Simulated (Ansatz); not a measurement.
BeS (model structure, started from the rocksalt type, Fm-3m, No. 225, 2 atoms in the cell), treated with dielectric-dependent PBEsol hybrid (PAW; Ansatz, a first-principles code).

The input as run:

Ansatz 0.2 input:
```yaml
crystal:
  lattice:
    - [0.0, 2.2949152318, 2.2949152318]
    - [2.2949152318, 0.0, 2.2949152318]
    - [2.2949152318, 2.2949152318, 0.0]
  atoms:
    - { symbol: S, position: [0.0, 0.0, 0.0] }
    - { symbol: Be, position: [0.5, 0.5, 0.5] }
  host: atoms
basis:
  ecutwfc: 460
  ecutrho_ratio: 4
  xc_grid: 2
kpoints:
  mp_grid: { grid: [10, 10, 10] }
  band_path: { path: [[0, 0, 0], [0.0, 0.148438, -0.148437]], npoints: 1 }
hamiltonian:
  xc:
    exchange: pbesol
    correlation: pbesol
    exx: { coeff: inverse_dielectric }
  dispersion: none
  pseudopotentials: { kind: paw }
scf:
  occupations: { method: fermi_dirac, width: 0.01 }
  convergence: { dr2_threshold: 0.0000000002 }
output:
  forces: true
  stress: true
  eigenvalues: true
  write_bands: true
```

Task: How many irreducible k-points, plane waves at Γ does the program set up, and what pressure does the run end with?

Result: 47 irreducible k-points, 537 plane waves at Γ; P = -0.15 GPa, so the cell is stretched on average and its volume would shrink at this level.

Excerpt of the program's output:

```
WARN output.stress: scf.exx.energy_threshold = 1e-6 eV is looser than the 2e-8 eV advised for a stress under a hybrid functional (1e-8 eV for each atom of the …
Crystal: 2 atoms, lattice volume = 24.173 Å³
Basis set: ecut = 460 eV, 537 PW (Γ), exchange–correlation on 48×48×48 points (8 copies of the dense FFT grid, shifted against one another)
Bands: 8, of which v1, the nominal top of the filled ones, is band 4 counted from 1 (3 counted from 0)
Symmetry: 48 space group operations
Space group: Fm-3m (ITA 225), of the structure as read, at distance tolerance 2.9e-5 Å
k-points: 47 of 1000
SCF iter   1: F=—  HF=-976.456377 eV  |F-HF|=—  |Δ(HF+E_count)|=         —  Δρ=3.12e-3  dr2=2.68e-3
SCF iter   2: F=—  HF=-976.455848 eV  |F-HF|=—  |Δ(HF+E_count)|=   5.28e-4  Δρ=1.16e-3  dr2=2.53e-4
  ...
Crystal: 2 atoms, lattice volume = 24.173 Å³
Initial density: handed on by an earlier stage of this run
Functional: x = 0.891445203131217 pbesol(κ = 0.804, μ = 0.12345679012345678) + 0.10855479686878294 exact, c = pbesol(β = 0.046)
Crystal: 2 atoms, lattice volume = 24.173 Å³
SCF iter   3: F=—  HF=-979.306158 eV  |F-HF|=—  |Δ(HF+E_count)|=   6.35e-9  Δρ=1.03e-6  dr2=3.02e-10
SCF iter   4: F=-979.306158 eV  HF=-979.306158 eV  |F-HF|=1.93e-12  |Δ(HF+E_count)|=  6.80e-11  Δρ=1.37e-7  dr2=5.56e-12
SCF 3 converged in 4 iterations: F = -979.306158 eV  dr2 = 5.56e-12
Free energy (F): -979.306158 eV
Internal energy: -979.306158 eV  (E = F + TS)
E sigma→0 (E₀):  -979.306158 eV
Fermi energy:    8.714507 eV
--- Stress (GPa, compression-positive) ---
       -0.152035      -0.000000       0.000000
       -0.000000      -0.152035       0.000000
       -0.000000       0.000000      -0.152035
  P = ⅓ Tr σ = -0.1520 GPa (-1.520 kbar)
```

The PAW data were made under PBE.

Note: the relaxation could raise the start's symmetry but not lower it, so the cell can be a saddle point.

Cost on a shared machine: about 120 core-seconds (a rough figure).

A model structure was made by putting elements into a prototype or built by hand; it is no filed structure, need not be a known phase, and can be a saddle point held by its symmetry.
